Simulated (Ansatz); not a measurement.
Consider a 40-atom cell of (Ga,In)2O3 started in the kappa-alumina structure, site fractions Ga 0.125, In 0.875, short-range order -0.03 among the nearest mixed sites of the first mixed sublattice (0 is random, a negative value favours unlike neighbours), space group P1 at the end. Its start:

```xyz
40
Lattice="5.6062 -0.0069 0.0114 -0.0119 9.5541 0.0016 0.0211 0.0017 10.2238" Properties=species:S:1:pos:R:3 pbc="T T T"
Ga     3.7897     1.4224     2.1152
In     1.8077     8.1815     7.2871
In     4.5850     6.2250     7.3005
In     1.0002     3.2881     2.0684
Ga     3.8373     8.0336     0.2194
In     1.7974     1.5696     5.2160
In     4.5606     3.2241     5.2526
In     1.0379     6.3745     0.1867
In     0.9783     0.2417     0.1444
In     4.6562     9.3105     5.1509
In     1.8203     5.0738     5.1745
In     3.8227     4.4179     0.0655
In     3.9201     1.3289     8.1834
In     1.8201     8.0944     2.9633
In     4.5482     6.2687     3.0066
In     1.1106     3.3077     8.0838
O      5.4493     4.8950     1.4486
O      0.1166     4.6503     6.5703
O      2.9659     0.1822     6.5392
O      2.7953     9.5153     1.4493
O      2.0967     8.0603     9.3742
O      3.7021     1.4992     4.0094
O      0.8656     3.2798     4.1372
O      4.6687     6.3494     9.3972
O      0.0941     7.9328     1.3375
O      5.4239     1.6222     6.4423
O      2.6103     3.1781     6.4236
O      2.9715     6.7069     1.4147
O      2.6272     6.3594     6.7104
O      2.9663     3.0033     1.4985
O     -0.0578     1.5903     1.5039
O      5.4735     7.9949     6.6844
O      1.9388     1.5476     8.9540
O      3.6301     7.8721     4.0279
O      0.8572     6.4151     3.8559
O      4.7807     3.1043     8.9469
O      3.6298     4.7310     4.1403
O      1.9477     4.7426     9.4407
O      4.7489    -0.2021     9.3940
O      0.8837     9.5824     4.1435
```

Method: r2SCAN (plane waves to 500 eV, PAW; Ansatz, a first-principles code). Spin–orbit coupling is left out. Its k-point mesh 5×3×3, Fermi–Dirac width 0.01 eV.

Task: Predict the alloy's volume and bond lengths.

Result: 
- volume per atom: 13.09 Å³
- In–O bonds (within 1.22 times the sum of covalent radii): 2.161 Å on average, from 2.018 to 2.490 (75)
- Ga–O bonds (within 1.22 times the sum of covalent radii): 1.975 Å on average, from 1.840 to 2.171 (10)
